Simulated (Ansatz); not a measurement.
The reference is CsSnI3 in the cubic perovskite structure (space group Pm-3m, No. 221).

```xyz
5
Lattice="6.2713 0.0000 0.0000 0.0000 6.2713 0.0000 0.0000 0.0000 6.2713" Properties=species:S:1:pos:R:3 pbc="T T T"
Cs     0.0000     0.0000     0.0000
Sn     3.1357     3.1357     3.1357
I      3.1357     0.0000     3.1357
I      0.0000     3.1357     3.1357
I      3.1357     3.1357     0.0000
```

Computed with PBE in Ansatz (plane waves to 420 eV, PAW, without spin-orbit coupling).

Base values:

| Item | Value |
|---|---|
| Pressure | 1.1 kbar |
| Hole mass | 0.048 mₑ (at R) |

One thing is altered: every lattice vector is shortened by 1.20 %, atoms relaxed at fixed cell.

Task: How does this affect the energy relative to the base?

Result: The energy grows by 4.5 meV/atom.

Task: Predict the new pressure.

Result: The pressure rises by 6.26 kbar to 7.3 kbar.

Task: How does this affect the hole mass?

Result: The hole mass changes from 0.048 mₑ (at R) to 0.031 mₑ (at R).

Task: How does this affect the mean gap deformation potential ΔEg/Δln V?

Result: The mean gap deformation potential ΔEg/Δln V amounts to +4.4 eV.

With I present, leaving out spin-orbit coupling can change the band edges. The cells carry an imposed strain or load. Masses are band curvatures over ±0.01 Å⁻¹ around the edge. No phonon test of stability was made. Many cubic perovskites are stable only at high temperature; tilts and polar distortions were not tested.

Ansatz is a first-principles code.
